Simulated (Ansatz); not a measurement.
**Os, response to strain**

The reference is Os in the hcp (Mg type) structure (space group P6_3/mmc, No. 194; a = 2.7543 Å, c = 4.3474 Å; relaxed with 0.1 eV smearing). Axes: x lies along a and z along c of the hexagonal cell.

Strains are applied to the cell and any free atomic positions relax; under biaxial strain the out-of-plane vector relaxes too.

Level of theory: PBE (Ansatz, a first-principles code; PAW; 420 eV plane waves; scalar-relativistic without spin-orbit coupling).

```csv
"biaxial strain, plane normal [001], relaxed out of plane (%)",out-of-plane strain (%)
0,0.00
0.5,-0.27
1,-0.54
1.5,-0.80
2,?
2.5,-1.34
3,-1.62
```

Q: Fit ε⊥ = −νε + γε² (strains in %) to the rows shown and predict the withheld row.

A: Least squares on the printed values gives ν = 0.53 (the biaxial Poisson response) and γ = -0.002 (largest residual 0.01 %); this predicts -1.07 %, and the run gives -1.07 %, in agreement.

Stability against distortions was not tested. All final runs are without spin polarisation.
